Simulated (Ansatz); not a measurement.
## Hypothetical R3m CsPbBr3, response to strain

Consider CsPbBr$_{3}$ (space group R3m, No. 160; a hypothetical phase, not in the database extracts checked).

```xyz
5
Lattice="4.1303 2.3846 3.4460 -4.1303 2.3846 3.4460 0.0000 -4.7693 3.4460" Properties=species:S:1:pos:R:3 pbc="T T T"
Cs     0.0000     0.0000     0.2293
Pb     0.0000     0.0000     5.0630
Br     0.0000    -2.4359     6.6993
Br     2.1096     1.2180     6.6993
Br    -2.1096     1.2180     6.6993
```

Cartesian axes are those of the cell as printed.

Strains are applied to the cell and any free atomic positions relax; under stress the whole cell relaxes.

Levels (all Ansatz, a program for electronic structure, PAW): PBEsol (420 eV, without spin-orbit coupling); r2SCAN (500 eV, no spin-orbit coupling); HSE06 (420 eV, spin-orbit coupling left out).

Band gaps by level, all at the geometries relaxed with PBEsol:

| case | PBEsol | r2SCAN | HSE06 |
|---|---|---|---|
| base | 1.52 eV | 1.97 eV | 2.19 eV |
| uniaxial strain ε_zz = +1.81 % | 1.58 eV | 2.04 eV | 2.27 eV |
| uniaxial stress, 2 GPa compression along x | 1.33 eV | 1.74 eV | 2.00 eV |

Single points use the geometry relaxed with PBEsol. HSE06 was sampled on its mesh, a few special points and the semilocal edge points, so its gap is an upper bound. With Pb present, leaving out spin-orbit coupling can change the band edges. Beyond what the load breaks, stability against distortions was not tested.
